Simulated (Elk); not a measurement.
Elk run on MnS (Fm-3m, 4 atoms in the cell): self-consistent single point.

Computed with PBE, all-electron FP-LAPW, Elk's shipped species files, APW+lo basis with extra local orbitals run with Elk 10.2.4.

The change in words: lattice scaled by 0.98. Reference geometry:
```
MnS
1.0
    5.09159     2.54579     2.54579
    2.54579     5.09159     2.54579
    2.54579     2.54579     5.09159
Mn S
2 2
Direct
  0.00000   0.00000   0.00000
  0.50000   0.50000   0.50000
  0.25000   0.25000   0.25000
  0.75000   0.75000   0.75000
```
Moments meant for the start (each program seeds them in its own way; μB, in the order of the atoms Mn Mn S S): 5.0 -5.0 0.0 0.0.

Reference input (self-consistent single point, DFT, PBE, all-electron FP-LAPW, Elk's shipped species files, APW+lo basis with extra local orbitals): xctype = 20; spinpol = true; rgkmax = 8; stype = 3; swidth = 0.000734986 Ha; ngridk = 6 6 6; reducebf = 0.5; tforce = true; gmaxvr = 18 1/bohr; lmaxapw = 10; lmaxo = 8; nxlo = 2. This run's input differs from it in these lines:

```diff
@@ -55,5 +55,5 @@
 avec
-    9.6217068594    4.8108534297    4.8108534297
-    4.8108534297    9.6217068594    4.8108534297
-    4.8108534297    4.8108534297    9.6217068594
+    9.4292722687    4.7146361344    4.7146361344
+    4.7146361344    9.4292722687    4.7146361344
+    4.7146361344    4.7146361344    9.4292722687
```

Output (repeated stretches shortened):

```
│ Self-consistent loop started │
│ Loop number : 1 │
 total energy                :     -3131.02959293
 total moment                :   0.1123199416E-14
│ Loop number : 2 │
 total energy                :     -3131.05220395
 total moment                :  -0.2128334573E-15
RMS change in Kohn-Sham potential (target) :    3.711488170     (  0.1000000000E-05)
Absolute change in total energy (target)   :   0.2261102327E-01 (  0.1000000000E-03)
│ Loop number : 3 │
 total energy                :     -3132.85102212
 total moment                :   0.6356017647E-16
RMS change in Kohn-Sham potential (target) :    1.938695257     (  0.1000000000E-05)
   [... lines left out ...]
│ Loop number : 17 │
 total energy                :     -3115.83706061
 total moment                :  -0.1633314590E-14
RMS change in Kohn-Sham potential (target) :   0.2527617225E-06 (  0.1000000000E-05)
Absolute change in total energy (target)   :   0.1798494932E-03 (  0.1000000000E-03)
│ Loop number : 18 │
 total energy                :     -3115.83705835
 total moment                :  -0.1469479244E-14
RMS change in Kohn-Sham potential (target) :   0.1588777930E-06 (  0.1000000000E-05)
Absolute change in total energy (target)   :   0.4270832278E-04 (  0.1000000000E-03)
Convergence targets achieved

│ Loop number : 19 │

Energies :
 Fermi                       :     0.313552886500
 xc effective B-field        :    -0.618285830804
 external B-field            :      0.00000000000
 total energy                :     -3115.83705529
 (external B-field energy excluded from total)

Density of states at Fermi energy :   0.6609527549E-01
 (states/Hartree/unit cell)

Estimated indirect band gap :   0.1011113880E-01
 from k-point     32 to k-point      4
Estimated direct band gap   :   0.2664772140E-01
 at k-point     32

Charges :
 core                        :    40.00000000
 valence                     :    42.00000000
 interstitial                :    5.803283646
 muffin-tins (core leakage)
  species :    1 (Mn)
   atom    1                 :    23.57846543     (  0.4000355602E-11)
   [... lines left out ...]
 total moment                :  -0.5922910466E-15
   [... lines left out ...]
   total force               :     0.00000000    0.00000000   -0.00000000
   total magnitude           :     0.00000000
  atom :    2
   Hellmann-Feynman          :     0.00000000    0.00000000   -0.00000000
   IBS                       :    -0.00000000   -0.00000000    0.00000000
   total force               :     0.00000000    0.00000000   -0.00000000
   total magnitude           :     0.00000000
```

The run converged in 19 iterations. The count includes the last loop, which Elk runs after its targets are met. Against the reference run the free energy goes up by 27.4 meV/atom and the gap on the mesh goes from 0.557 to 0.275 eV.

The starting cell has typed, rounded lattice constants, without a prior relaxation at this level. Its lattice was rescaled by a random factor within 2.5 % of one. For this run, on top of that: lattice scaled by 0.98. The magnetic order is the one reached from the typed start; others were not searched systematically. Values depend on the basis (sphere radii, cutoffs, local orbitals), which need not be converged.

Cost on one core of a shared machine: roughly 6 min.
